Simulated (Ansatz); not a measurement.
Functionals compared on the (111) surface of tetragonal indium in its 1x1 cell, outermost plane spacing 1.06 Å in the ideal cut, in Ansatz (plane waves, PAW). The structure was relaxed with PBE; the other rows are single points on it. Cutoff 420 eV (500 eV for r2SCAN).

Model: 10-atom slab, 9.6 Å thick at the start (thin: gaps and levels are the slab's own), 9x7x1 mesh, Fermi-Dirac 0.1 eV, dipole correction, all atoms relaxed; held to the part of the start's symmetry that mesh and held atoms allow; no spin, no spin-orbit, no U. These notes are the PBE run's.

```
functional  work function of the top face (eV)   rough cost of the single point
----------  ----------------------------------  -------------------------------
PBE                                       3.84                                –
LDA                                       4.10    very roughly 100 core-seconds
PBEsol                                    3.91  around 110 core-seconds (rough)
RPBE                                      3.72  around 120 core-seconds (rough)
r2SCAN                                    3.99           roughly 4 core-minutes
```

Ansatz is an electronic-structure program.
